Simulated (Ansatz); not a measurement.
# Pressure series in AlNi3

Consider AlNi₃ in the Cu3Au type structure (space group Pm-3m, No. 221; weakly magnetic (sensitive to the mesh)).

```yaml
crystal:
  lattice:
    - [3.56684, 0.00000, 0.00000]
    - [0.00000, 3.56684, 0.00000]
    - [0.00000, 0.00000, 3.56684]
  atoms:
    - { symbol: Ni, position: [0.00000, 0.50000, 0.50000] }
    - { symbol: Ni, position: [0.50000, 0.50000, 0.00000] }
    - { symbol: Ni, position: [0.50000, 0.00000, 0.50000] }
    - { symbol: Al, position: [0.00000, 0.00000, 0.00000] }
```

Cell and atoms are relaxed at each pressure.

All numbers come from Ansatz (an electronic-structure program) PBE, no spin-orbit coupling.

Notes on the quantities. enthalpy: H = E + PV relative to the base's energy.

```json
[
 {"case": "base", "enthalpy": "–", "lattice parameter a": "3.567 Å"},
 {"case": "pressure −2 GPa", "enthalpy": "-0.14 eV/atom", "lattice parameter a": "3.580 Å"},
 {"case": "pressure −1 GPa", "enthalpy": "-0.07 eV/atom", "lattice parameter a": "3.573 Å"},
 {"case": "pressure 3 GPa", "enthalpy": "+0.21 eV/atom", "lattice parameter a": "3.548 Å"},
 {"case": "pressure 7 GPa", "enthalpy": "+0.49 eV/atom", "lattice parameter a": "3.525 Å"},
 {"case": "pressure 15 GPa", "enthalpy": "+1.02 eV/atom", "lattice parameter a": "3.484 Å"},
 {"case": "pressure 30 GPa", "enthalpy": "+1.99 eV/atom", "lattice parameter a": "3.422 Å"},
 {"case": "pressure 50 GPa", "enthalpy": "+3.20 eV/atom", "lattice parameter a": "___"},
 {"case": "pressure 75 GPa", "enthalpy": "+4.63 eV/atom", "lattice parameter a": "3.293 Å"},
 {"case": "pressure 100 GPa", "enthalpy": "+5.99 eV/atom", "lattice parameter a": "3.242 Å"}
]
```

### Question
Complete the table.

### Answer

- pressure 50 GPa, lattice parameter a: 3.357 Å

The magnetic state is the one reached from the starting moments; the real material's order can differ, and small cells can't hold many antiferromagnetic ones. Load acts through the strain it causes; cell and atoms are relaxed under it. Whether these cells are dynamically stable was not tested. No other phases were tried under pressure.
